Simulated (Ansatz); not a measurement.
Start from BAs (space group P6_422, No. 181; a = 3.4290 Å, c = 7.4031 Å; a hypothetical phase, not in the database extracts checked).

The change: cell and atoms relaxed at a pressure of 7.5 GPa.

Levels (all Ansatz, a quantum-chemistry and plane-wave program, PAW): PBEsol (420 eV, spin-orbit coupling left out); PBEsol+SOC (420 eV, spin-orbit coupling included).

The geometry is relaxed with PBEsol.

| Quantity | Value |
|---|---|
| PBEsol gap character | indirect, Γ → M |
| PBEsol valence-band top at Γ | 0.00, -0.98, -1.32 eV |
| PBEsol band gap | 0.17 eV |
| PBEsol hole mass | 0.23 mₑ along c, 0.39 mₑ across (at Γ) |

Problem. Predict the gap character, valence-band top at Γ, band gap and hole mass from PBEsol+SOC.

Solution. The gap character is still indirect, Γ → M; the valence-band top at Γ (three highest Kramers pairs, from the VBM) changes from 0.00, -0.98, -1.32 eV to 0.00, -0.99, -1.27 eV; the band gap remains 0.17 eV; the hole mass goes from 0.23 mₑ along c, 0.39 mₑ across (at Γ) to 0.23 mₑ along c, 0.38 mₑ across (at Γ).

Single points use the geometry relaxed with PBEsol. Differences between runs with and without spin-orbit coupling are approximate. Load acts through the strain it causes; cell and atoms are relaxed under it. Effective masses come from finite differences of ±0.01 Å⁻¹. No phonon test of stability was made. No other phases were tried under pressure. The base started in P3_121 and relaxed to P6_422 at this level. The zero or small gap of BAs under pressure 7.5 GPa can change with the level of theory.
